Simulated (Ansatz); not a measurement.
Level of theory: PBE (plane waves to 420 eV, PAW; Ansatz, a first-principles code).

Planar average of the electrostatic potential across the slab, in eV from the Fermi level, for a constructed model of the (111) surface of fcc Au, (√3x√3)R30° surface alloy, Mn on one Au site of the top plane (bottom of the slab: a bare face, its two planes held):

(z (Å), V (eV)): (3.86, 5.16); (4.16, 5.16); (4.45, 5.16); (4.75, 5.16); (5.05, 5.16); (5.34, 5.15); (5.64, 5.12); (5.94, 5.07); (6.23, 4.94); (6.53, 4.66); (6.83, 3.99); (7.13, 2.39); (7.42, -2.00); (7.72, -9.56); (8.02, -14.79); (8.31, -15.92); (8.61, -13.06); (8.91, -6.47); (9.20, -0.30); (9.50, 0.90); (9.80, -2.24); (10.09, -9.44); (10.39, -14.84); (10.69, -16.25); (10.98, -13.73); (11.28, -7.38); (11.58, -0.85); (11.88, 0.79); (12.17, -1.99); (12.47, -9.09); (12.77, -14.69); (13.06, -16.30); (13.36, -13.98); (13.66, -7.79); (13.95, -1.09); (14.25, 0.84); (14.55, -1.55); (14.84, -8.51); (15.14, -14.38); (15.44, -16.31); (15.73, -14.31); (16.03, -8.38); (16.33, -1.46); (16.63, 0.88); (16.92, -1.00); (17.22, -7.65); (17.52, -13.93); (17.81, -16.32); (18.11, -14.80); (18.41, -9.29); (18.70, -2.20); (19.00, 0.65); (19.30, -0.76); (19.59, -6.82); (19.89, -13.05); (20.19, -15.48); (20.48, -13.80); (20.78, -8.27); (21.08, -1.49); (21.38, 2.26); (21.67, 3.73); (21.97, 4.39); (22.27, 4.68); (22.56, 4.82); (22.86, 4.88); (23.16, 4.91); (23.45, 4.92); (23.75, 4.93); (24.05, 4.93); (24.34, 4.93); (24.64, 4.93)

Slab: 18 atoms, 12.0 Å thick at the start; k 9x9x1, smearing 0.1 eV, dipole-corrected; 6 atoms held, the rest relaxed; symmetry of the start imposed; spin-polarised, ending with about 4.4 μB a cell; orders that need a larger cell were not tried, no spin-orbit, no U. It is one candidate, not shown to be the stable structure of the face.

The vacuum level lies 4.93 eV above the Fermi level over the top face and 5.16 eV above it under the bottom face.
